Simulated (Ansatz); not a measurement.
A computed series for Si: response to strain

The parent structure is Si in the diamond structure (space group Fd-3m, No. 227; a = 5.402 Å).

Strains are applied to the cell and any free atomic positions relax.

Level of theory: LDA (Ansatz, an electronic-structure program, PAW, no spin-orbit coupling).

```json
[
 {"isotropic strain (%)": "-3", "pressure (GPa)": "10.7"},
 {"isotropic strain (%)": "-2", "pressure (GPa)": "6.6"},
 {"isotropic strain (%)": "-1", "pressure (GPa)": "3.1"},
 {"isotropic strain (%)": "0", "pressure (GPa)": "0.0"},
 {"isotropic strain (%)": "0.5", "pressure (GPa)": "?"},
 {"isotropic strain (%)": "1", "pressure (GPa)": "-2.7"},
 {"isotropic strain (%)": "1.5", "pressure (GPa)": "-3.9"},
 {"isotropic strain (%)": "2", "pressure (GPa)": "-5.0"},
 {"isotropic strain (%)": "2.5", "pressure (GPa)": "-6.1"}
]
```

**Question.** Fit P = P₀ − Bδ + Cδ² with δ = (1 + ε)³ − 1 to the rows shown and predict the withheld row.

**Answer.** Least squares on the printed values gives P₀ = 0.0 GPa, B = 98.5 GPa, C = 266 GPa (largest residual 0.1 GPa); this predicts -1.4 GPa, and the run gives -1.4 GPa, in agreement.

Whether these cells are dynamically stable was not tested.
